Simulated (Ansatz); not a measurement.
Band structure of SrIr3 (I4/mmm, 4 atoms in the cell).

```
SrIr3
1.0
   -2.20932     2.20932     4.92114
    2.20932    -2.20932     4.92114
    2.20932     2.20932    -4.92114
Ir Sr
3 1
Direct
  0.50000   0.50000   0.00000
  0.75000   0.25000   0.50000
  0.25000   0.75000   0.50000
  0.00000   0.00000   0.00000
```

Method: revPBE, default PAW files made with PBE (plane waves; Ansatz, a program for electronic structure).

Settings: basis.ecutwfc = 30.9 Ry; kpoints.mp_grid.grid = 11 11 11; hamiltonian.xc = revpbe; hamiltonian.pseudopotentials = {kind: paw} (the program's default PAW files); scf.occupations.method = gaussian; scf.occupations.width = 0.02 Ry; kpoints.band_path.npoints = 6.

The starting cell was generated: these elements placed on a structure prototype, without a prior relaxation; it need not be a known phase or ordering of this composition. Spin-orbit coupling is off. Spin polarisation is off.

Levels in eV from the Fermi level, bands 27 to 34:
```
point     27     28     29     30     31    32    33    34
-----  -----  -----  -----  -----  -----  ----  ----  ----
Γ      -0.70  -0.65  -0.25  -0.25   0.29  1.13  2.23  2.49
X      -0.72  -0.65  -0.38  -0.21   0.14  0.45  1.18  2.10
Y      -0.86  -0.67  -0.07  -0.05  -0.02  0.15  0.56  1.65
S      -0.96  -0.63  -0.54  -0.44  -0.38  0.07  0.26  0.75
Z      -0.39  -0.39   0.13   0.13   0.30  0.43  1.13  3.51
S1     -0.96  -0.63  -0.54  -0.44  -0.38  0.07  0.26  0.75
N      -1.30  -0.78  -0.61  -0.59  -0.51  0.19  0.48  1.66
P      -0.90  -0.35  -0.29  -0.29  -0.25  0.18  0.64  2.16
Y1     -0.86  -0.67  -0.07  -0.05  -0.02  0.15  0.56  1.65
```

Bands cross the Fermi level along this path, so the cell is metallic at this level.

Keys are those of Ansatz 0.2.
